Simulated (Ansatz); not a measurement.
Here is the system:

```yaml
crystal:
  lattice:
    - [2.74024, 0.00000, 0.00000]
    - [-1.37012, 2.37312, 0.00000]
    - [0.00000, 0.00000, 4.40039]
  atoms:
    - { symbol: Mo, position: [0.66667, 0.33333, 0.00000] }
    - { symbol: Ru, position: [0.33333, 0.66667, 0.50000] }
```

Computed with PBEsol, DFPT electron-phonon coupling, linearised Boltzmann equation (plane waves, PAW, scalar-relativistic; Ansatz, a program for electronic structure). Cell: relaxed with this functional, without spin-orbit coupling.

Problem. Estimate the phonon-limited resistivity at 300 K, by direction if it differs.

Solution. 15.5 (x), 15.5 (y), 17.2 (z) μΩ·cm.

Problem. And the electrons' mean free path at that temperature?

Solution. 3.9 (x), 3.9 (y), 5.3 (z) nm, weighted by the current that each state carries. Wires not much wider than this gain resistivity from their walls.

A metal at this level (no band gap). Only scattering by harmonic phonons is included (no impurities, grain boundaries, electron-electron scattering or thermal expansion). Spin-orbit coupling is left out. Halving the electron mesh (36x36x20) moves the resistivity by up to 14 % at 300 K, the mean free path by up to 3 %. Smearing 0.20 eV; phonons on a 6x6x3 q mesh, which this run doesn't test.

Computed structure with no diffraction record at hand here (it may be known, metastable or hypothetical): MoRu (P-6m2).
